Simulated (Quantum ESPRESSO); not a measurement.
# σxx against uniaxial strain in cubic perovskite BaTiO3 (space group 221): C11 (Quantum ESPRESSO, LDA)

```yaml
crystal:
  lattice:
    - [3.88667, 0.00000, 0.00000]
    - [0.00000, 3.94585, 0.00000]
    - [0.00000, 0.00000, 3.94585]
  atoms:
    - { symbol: Ba, position: [0.00000, 0.00000, 0.00000] }
    - { symbol: Ti, position: [0.50000, 0.50000, 0.50000] }
    - { symbol: O, position: [0.50000, 0.00000, 0.50000] }
    - { symbol: O, position: [0.00000, 0.50000, 0.50000] }
    - { symbol: O, position: [0.50000, 0.50000, 0.00000] }
```

Method: LDA (PZ), GBRV 1.5 ultrasoft (LDA) pseudopotentials (plane waves; Quantum ESPRESSO 7.5). Settings: ecutwfc = 65 Ry; ecutrho = 520 Ry; occupations = smearing; smearing = fd; degauss = 0.000734986 Ry; potentials = {Ba: ba_lda_v1.uspp.F.UPF, Ti: ti_lda_v1.4.uspp.F.UPF, O: o_lda_v1.2.uspp.F.UPF}; K_POINTS = automatic 10 10 10 0 0 0; conv_thr = 1e-10 Ry; mixing_beta = 0.7. The cell above is the first row's. The rows stretch one cube axis (x) by the strain ε and hold the other two. Stress is positive in tension. In all rows fractional positions and the k mesh are held.

```csv
ε (%),σxx (GPa)
-1.5,-5.54
-1.0,-3.58
-0.5,-1.71
0.0,0.06
0.5,1.75
1.0,3.35
1.5,4.87
2.0,?
```

Fit σxx of the 7 rows that show it with a parabola. Least squares gives σxx = 0.062 + 3.4679·ε - 0.1767·ε². Residuals (row less fit): -0.003, 0.003, 0.006, -0.002, -0.002, -0.003, 0.004; standard error 0.005 (degrees of freedom: 4). The slope at ε = 0, 3.4679 GPa per cent, gives C11 ≈ 100 × 3.4679 = 347 GPa, for the static lattice.

Q: Estimate the missing σxx (ε = 2.0); what did the run itself give?

A: σxx = 0.062 + 3.4679 × 2.0 - 0.1767 × 2.0² = 6.291 GPa. The calculation gives 6.31 GPa, 0.019 GPa above the prediction (0.2 % of the range of σxx in the table). The row lies outside the fitted rows, so this is an extrapolation. From the scatter of the fitted rows alone, a prediction at this place has a standard error of 0.008 GPa, so the miss is 2.3 times that.

Carrying the step between the two nearest rows on in a straight line would have given 6.39, off by 0.08; series whose last step already gives the withheld value aren't shown. The reference cell has the volume at which an earlier scan in this program and functional put its minimum by a fit. This is a high-temperature phase, held here by symmetry. The runs keep the symmetry of the cell, so they don't test it for distortions. The unstrained cell stands at a pressure of -0.06 GPa, and the constants belong to that pressure. By symmetry this strain leaves no force on the atoms; the largest in the rows is 0.000 eV/Å. Spin-orbit coupling is off. Cutoffs and mesh are single choices, not tested for convergence of this quantity. Series with a scatter that would blur these digits, or in which a gap closes, are not shown. Strain series were run only where this level's volume lies within 10 % of a first guess from the measured size.
